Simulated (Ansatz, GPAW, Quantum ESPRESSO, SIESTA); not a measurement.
Code comparison for HfMg₆Sn (Amm2, 8 atoms in the cell)

Self-consistent single point.

```yaml
crystal:
  lattice:
    - [4.98242, 0.00000, 0.00000]
    - [0.00000, 3.25551, 5.52429]
    - [0.00000, -3.25551, 5.52429]
  atoms:
    - { symbol: Mg, position: [0.50000, 0.33261, 0.83375] }
    - { symbol: Mg, position: [0.50000, 0.83375, 0.33261] }
    - { symbol: Mg, position: [0.50000, 0.33298, 0.33298] }
    - { symbol: Mg, position: [0.00000, 0.17340, 0.66390] }
    - { symbol: Mg, position: [0.00000, 0.66390, 0.17340] }
    - { symbol: Mg, position: [0.00000, 0.16599, 0.16599] }
    - { symbol: Hf, position: [0.00000, 0.66911, 0.66911] }
    - { symbol: Sn, position: [0.50000, 0.82826, 0.82826] }
```

Shared settings, as Ansatz (a quantum-chemistry and plane-wave program) writes them: kpoints.mp_grid.grid = 4 3 3; scf.occupations.method = gaussian; scf.occupations.width = 0.2 eV. Potentials and cutoffs stand in the table.

```
code                                                                                                                                 model  pressure (GPa)  largest force (eV/Å)       cutoff
----------------  ------------------------------------------------------------------------------------------------------------------------  --------------  --------------------  -----------
Ansatz                                                                                                 LDA (PW92), PAW files made with PBE           -3.02                 0.135      default
SIESTA            LDA PW92, numerical atomic orbitals TZP, PseudoDojo LDA standard norm-conserving potentials (rewritten from UPF to PSML)           -2.58                 0.111  grid 400 Ry
Quantum ESPRESSO                                                                       LDA (PZ), GBRV 1.5 ultrasoft (LDA) pseudopotentials           -3.10                 0.136        40 Ry
GPAW                                                                         LDA (Perdew-Wang 92), GPAW PAW datasets LDA (gpaw-data 1.0.1)           -3.05                 0.141       800 eV
```

Size of the force on each atom (eV/Å): Sizes of forces hide their directions.

```tsv
code	Mg1	Mg2	Mg3	Mg4	Mg5	Mg6	Hf7	Sn8
Ansatz	0.037	0.037	0.021	0.032	0.032	0.009	0.135	0.127
SIESTA	0.035	0.035	0.003	0.061	0.061	0.010	0.111	0.078
Quantum ESPRESSO	0.031	0.031	0.021	0.033	0.033	0.009	0.136	0.122
GPAW	0.033	0.033	0.020	0.031	0.031	0.008	0.141	0.127
```

On Ansatz's run: spin-orbit coupling is off.

The spread over the programs that give each value: pressure within 0.52 GPa; largest force within 0.030 eV/Å.

SIESTA uses small atom-centred bases, whose incompleteness enters pressures, forces and empty levels differently from a plane-wave cutoff. Ansatz's pressure is given at a fixed set of plane waves, as the other plane-wave codes print theirs. The same LDA comes in different parametrisations, which differ slightly.

The starting cell comes from a database of computed structures (which also holds hypothetical and non-ambient phases and stackings), without a prior relaxation at this level.

Left out of this page: CP2K (unsound by tests on forces, stress, charge or solver warnings); Elk (not drawn, or without a comparable value).

Keys are those of Ansatz 0.2.
